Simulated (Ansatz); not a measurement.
## GaAs, response to strain

Take GaAs in the zinc blende structure (space group F-43m, No. 216; a = 5.667 Å) as the base. Axes: x, y, z lie along the cube axes.

Strains are applied to the cell and any free atomic positions relax.

Calculations: r2SCAN (Ansatz, a quantum-chemistry and plane-wave program, PAW, scalar-relativistic without spin-orbit coupling).

Notes on the quantities. energy relative to the base: free energy F.

```tsv
change	volume per atom	electron mass	energy relative to the base
base	22.75 Å³	0.051 mₑ (at Γ)	0 meV/atom
uniaxial strain ε_zz = −3.00 %	22.06 Å³	0.058 mₑ along z, 0.063 mₑ across (at Γ)	+7.7 meV/atom
uniaxial strain ε_zz = −2.50 %	22.18 Å³	0.057 mₑ along z, 0.061 mₑ across (at Γ)	+5.3 meV/atom
uniaxial strain ε_zz = −2.00 %	22.29 Å³	…	…
uniaxial strain ε_zz = −1.50 %	22.40 Å³	–	+1.9 meV/atom
uniaxial strain ε_zz = −1.00 %	22.52 Å³	0.054 mₑ (at Γ)	+0.8 meV/atom
uniaxial strain ε_zz = −0.50 %	22.63 Å³	0.053 mₑ (at Γ)	+0.2 meV/atom
```

**Question.** Complete the table.

**Answer.** 
- uniaxial strain ε_zz = −2.00 %, electron mass: 0.056 mₑ along z, 0.059 mₑ across (at Γ)
- uniaxial strain ε_zz = −2.00 %, energy relative to the base: +3.4 meV/atom

The levels and masses belong to the bands next to the band gap. Effective masses come from finite differences of ±0.01 Å⁻¹. Whether these cells are dynamically stable was not tested.
